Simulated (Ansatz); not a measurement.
The starting structures come from a database of crystals and need not be the phases stable at ambient conditions.

Tunnelling through a barrier is set by its complex band structure: the current falls as exp(−2κd) with the smallest κ.

```
CELL_PARAMETERS angstrom
      6.74772     0.00000     0.00000
      2.40002     6.30647     0.00000
      2.59209     1.78699     8.21847
ATOMIC_POSITIONS crystal
  Ba 0.59566 0.40434 0.75000
  Ba 0.40434 0.59566 0.25000
  H  0.86053 0.28661 0.38667
  H  0.13947 0.71339 0.61333
  H  0.71339 0.13947 0.11333
  H  0.28661 0.86053 0.88667
  H  0.71979 0.12749 0.44810
  H  0.28021 0.87251 0.55190
  H  0.87251 0.28021 0.05190
  H  0.12749 0.71979 0.94810
  I  0.77387 0.80983 0.85078
  I  0.22613 0.19017 0.14922
  I  0.19017 0.22613 0.64922
  I  0.80983 0.77387 0.35078
  O  0.72228 0.28652 0.05524
  O  0.27772 0.71348 0.94476
  O  0.71348 0.27772 0.44476
  O  0.28652 0.72228 0.55524
```

The cell is taken as given; by r2SCAN it stands under a pressure of -1.3 GPa.

Transport runs along the normal of the first two printed cell vectors.

No gap correction and no spin-orbit coupling; mid-gap is the computed energy nearest the middle.

Task: Estimate the band gap and the smallest decay constant κ at mid-gap that r2SCAN run with Ansatz (a quantum-chemistry and plane-wave program) returns for this system.

Result: Gap 4.34 eV on a 6×6×4 mesh; κ = 0.292 1/Å, at the zone centre.
